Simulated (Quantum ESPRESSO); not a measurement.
Quantum ESPRESSO run on SrMg₆Cd (Amm2, 8 atoms in the cell): self-consistent single point.

Method of the run: PBEsol, SSSP 1.1.2 efficiency (PBE) pseudopotentials (plane waves; Quantum ESPRESSO).

```yaml
crystal:
  lattice:
    - [5.24693, 0.00000, 0.00000]
    - [0.00000, 3.34142, 5.93863]
    - [0.00000, -3.34142, 5.93863]
  atoms:
    - { symbol: Sr, position: [0.50000, 0.16873, 0.16873] }
    - { symbol: Mg, position: [0.50000, 0.66262, 0.17522] }
    - { symbol: Mg, position: [0.50000, 0.17522, 0.66262] }
    - { symbol: Mg, position: [0.00000, 0.81577, 0.34291] }
    - { symbol: Mg, position: [0.00000, 0.34291, 0.81577] }
    - { symbol: Mg, position: [0.00000, 0.34189, 0.34189] }
    - { symbol: Mg, position: [0.00000, 0.83225, 0.83225] }
    - { symbol: Cd, position: [0.50000, 0.66061, 0.66061] }
```

Reference input (self-consistent single point, DFT, PBEsol, plane waves, SSSP 1.1.2 efficiency (PBE) pseudopotentials): ecutwfc = 45 Ry; ecutrho = 360 Ry; occupations = smearing; smearing = fermi-dirac; degauss = 0.0073499 Ry; input_dft = pbesol; K_POINTS = automatic 4 3 3 1 1 1; conv_thr = 1e-09 Ry; mixing_beta = 0.3. This run's input differs from it in these lines:

```diff
@@ -12,4 +12,4 @@
    ntyp = 3
-   ecutwfc = 45
-   ecutrho = 360
+   ecutwfc = 36
+   ecutrho = 288
    occupations = 'smearing'
```

Output, abridged:

```
     Self-consistent Calculation

     iteration #  1     ecut=    36.00 Ry     beta= 0.30

     Threshold (ethr) on eigenvalues was too large:
     Diagonalizing with lowered threshold

     negative rho (up, down):  6.417E-02 0.000E+00

     total energy              =    -388.33159189 Ry
     estimated scf accuracy    <       0.15042111 Ry

     iteration #  2     ecut=    36.00 Ry     beta= 0.30

     negative rho (up, down):  6.456E-02 0.000E+00

     total energy              =    -388.35137681 Ry
     estimated scf accuracy    <       0.02130303 Ry

     iteration #  3     ecut=    36.00 Ry     beta= 0.30

     negative rho (up, down):  6.525E-02 0.000E+00

     total energy              =    -388.35172771 Ry
     estimated scf accuracy    <       0.00808850 Ry

   [... 7 blocks of this kind left out ...]

     iteration # 11     ecut=    36.00 Ry     beta= 0.30

     negative rho (up, down):  6.589E-02 0.000E+00

     total energy              =    -388.35318464 Ry
     estimated scf accuracy    <          4.7E-09 Ry

     iteration # 12     ecut=    36.00 Ry     beta= 0.30

     negative rho (up, down):  6.589E-02 0.000E+00
     End of self-consistent calculation

     the Fermi energy is     4.7254 ev

!    total energy              =    -388.35318466 Ry
     estimated scf accuracy    <          4.8E-10 Ry
     smearing contrib. (-TS)   =      -0.01067674 Ry
     internal energy E=F+TS    =    -388.34250792 Ry

     convergence has been achieved in  12 iterations

     negative rho (up, down):  6.589E-02 0.000E+00

     Forces acting on atoms (cartesian axes, Ry/au):

     atom    1 type  1   force =     0.00000000    0.00000000    0.00048382
     atom    2 type  2   force =     0.00000000    0.00015200    0.00182997
     atom    3 type  2   force =     0.00000000   -0.00015200    0.00182997
     atom    4 type  2   force =     0.00000000   -0.00056479   -0.00057969
     atom    5 type  2   force =     0.00000000    0.00056479   -0.00057969
   [... lines left out ...]
     Total force =     0.005030     Total SCF correction =     0.000020
   [... lines left out ...]

     negative rho (up, down):  6.589E-02 0.000E+00
          total   stress  (Ry/bohr**3)                   (kbar)     P=      -11.96
  -0.00008772   0.00000000   0.00000000          -12.90        0.00        0.00
   0.00000000  -0.00007352   0.00000000            0.00      -10.81        0.00
   0.00000000   0.00000000  -0.00008274            0.00        0.00      -12.17

   JOB DONE.
```

The run converged in 12 iterations. Against the reference run the free energy goes up by 4.3 meV/atom, the pressure moves little (-1.29 to -1.20 GPa) and the largest force stays at 0.072 eV/Å.

The starting cell comes from a database of computed structures (which also holds hypothetical and non-ambient phases and stackings), without a prior relaxation at this level.

Cost on one core of a shared machine: roughly 80 s.
